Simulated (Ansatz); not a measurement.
# CsCl-type RuAl

Level of theory: r²SCAN in Ansatz (plane waves, PAW).

Run with plane-wave cutoff 560 eV, 18×18×18 k mesh, Fermi–Dirac smearing 0.05 eV, no spin polarisation, scalar-relativistic PAW data made under PBE.

Cell: relaxed at this level.

```json
{
 "equilibrium_volume_per_atom": "13.26 Å³/atom",
 "bulk modulus B0": "221 GPa",
 "equilibrium_lattice_constant_a": "2.982 Å",
 "band_gap": "none",
 "pressure derivative B′ of the bulk modulus": "4.4"
}
```

Measured, for comparison: lattice constant a 2.992 Å (temperature not stated, copied from a table, unchecked, not corrected to a static lattice; as tabulated in Acta Metallurgica 41, 863 (1993)). Computed (rounded) less measured: lattice constant a not scored (unchecked). A static lattice is as a rule a little smaller and stiffer than an uncorrected measurement, which narrows the difference in the lattice constant a and would widen misses of the other sign.

Spin–orbit coupling is not included.

The computed numbers hold no vibrational or temperature effects.

The result took around 90 core-seconds (rough).

Ansatz is an electronic-structure program.
